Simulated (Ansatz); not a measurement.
## NiO in the CsCl type structure (space group Pm-3m, No. 221; ferromagnetic; a hypothetical phase, not in the database extracts checked)

```xyz
2
Lattice="2.6123 0.0000 0.0000 0.0000 2.6123 0.0000 0.0000 0.0000 2.6123" Properties=species:S:1:pos:R:3 pbc="T T T"
Ni     0.0000     0.0000     0.0000
O      1.3061     1.3061     1.3061
```

Level of theory: PBE (Ansatz, a quantum-chemistry and plane-wave program), scalar-relativistic without spin-orbit coupling. Γ-centred 18×18×18 mesh, Fermi–Dirac width 0.05 eV.

```json
{
  "volume_per_atom": "8.91 Å³",
  "density": "6.96 g/cm³",
  "band_gap": "zero",
  "magnetic_state": "ferromagnetic",
  "total_energy": "-3202.335 eV/atom (σ→0; compares only within this code and set-up)"
}
```

Stability against distortions was not tested. Starting moments died away, wholly or in part, for the base; another magnetic solution may exist. No Hubbard U is applied and the magnetic state is the run's own (NiO ferromagnetic); small cells can't hold the antiferromagnetic order that many such compounds have, so gaps and moments can be off.
